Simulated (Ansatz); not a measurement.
Fluorite CoSi2 was calculated with LDA (PAW; Ansatz, an electronic-structure program).

Run with plane-wave cutoff 520 eV, 18×18×18 k mesh, Fermi–Dirac smearing 0.05 eV, no spin polarisation, scalar-relativistic PAW data made under PBE.

Computed at the level's own relaxed cell.

### Question
Give the computed equilibrium volume per atom, bulk modulus, lattice parameter a and pressure derivative B′ of the bulk modulus.

### Answer

- equilibrium volume per atom: 12.22 Å³/atom
- bulk modulus: 203 GPa
- lattice parameter a: 5.274 Å
- pressure derivative B′ of the bulk modulus: 4.5

The run finds no gap.

Measured, for comparison: equilibrium volume per atom 12.87 Å³/atom, lattice constant a 5.365 Å (room temperature, not corrected to a static lattice; as tabulated in Hegde and Bowen (2014), arXiv:1405.1317). Computed (rounded) less measured: equilibrium volume per atom -5.1 %, lattice constant a -1.7 %. A static lattice is as a rule a little smaller and stiffer than an uncorrected measurement, which narrows the difference in the lattice constant a and would widen misses of the other sign.

Computing time: roughly 90 core-seconds.
